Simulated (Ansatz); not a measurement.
Functionals compared on Cl on the 1x1 (110) surface of bcc Mo, one in a 2x2 cell, started at the site 'hollow Mo-Mo-Mo', in Ansatz (plane waves, PAW). The structure was relaxed with PBE; the other rows are single points on it, each with its references at the same level. Cutoff 420 eV (500 eV for r2SCAN).

Slab: 17 atoms, 6.5 Å thick at the start under the adsorbate (thin: gaps and levels are the slab's own); k 6x6x1, smearing 0.1 eV, dipole-corrected; 8 atoms held, the rest relaxed; held to the start's symmetry, so lower structures may exist; no spin, no spin-orbit, no U, no dispersion correction. At the end it is bonded to 3 Mo. In PBE it is, or lies within 0.03 eV of, the lowest of the starts that converged. These notes are the PBE run's. Adsorption energies are against ½ Cl2(g). A negative adsorption energy means that the adsorbate is more stable on the surface than in its reference.

| functional | adsorption energy (eV) | work function of the top face (eV) | change of the work function (eV) | rough cost of the single point |
|---|---|---|---|---|
| PBE | -2.83 | 4.45 | -0.14 | – |
| RPBE | [?] | [?] | [?] | roughly 70 core-seconds |
| r2SCAN | -3.14 | 4.49 | -0.15 | about 2.4 core-minutes (a rough figure) |

Question: Complete the blanks.

Answer: 
- RPBE, adsorption energy (eV): -2.59
- RPBE, work function of the top face (eV): 4.33
- RPBE, change of the work function (eV): -0.11

Ansatz is an electronic-structure program.
